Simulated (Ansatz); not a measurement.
System: SnC (model structure, started from the wurtzite type, P6₃mc, No. 186, 4 atoms in the cell). Method: HSE06 (plane waves, PAW; Ansatz, a program for electronic structure).

Run with plane-wave cutoff 460 eV, 9×9×4 k mesh (along the axes of the cell as run), Fermi–Dirac smearing 0.01 eV, scalar-relativistic PAW data made under PBE.

Cell (relaxed with PBEsol):

Space group P6₃mc (No. 186); a = b = 3.553 Å, c = 5.818 Å, α = β = 90.00°, γ = 120.00°

| atom | site | symmetry | x | y | z |
|---|---|---|---|---|---|
| Sn | 2b | 3m. | 0.6667 | 0.3333 | 0.0004 |
| C | 2b | 3m. | 0.3333 | 0.6667 | 0.1248 |

Problem. Estimate the band gap that the calculation returns.

Solution. 
* **band gap**: 1.82 eV (on the SCF k mesh)

Note: the relaxation could raise the start's symmetry but not lower it, so the cell can be a saddle point; cell and atoms aren't relaxed at this level (pressure -0.4 GPa).

Spin–orbit coupling is not included.

Static lattice: no zero-point or thermal effects.

A model structure was made by putting elements into a prototype or built by hand; it is no filed structure, need not be a known phase, and can be a saddle point held by its symmetry.
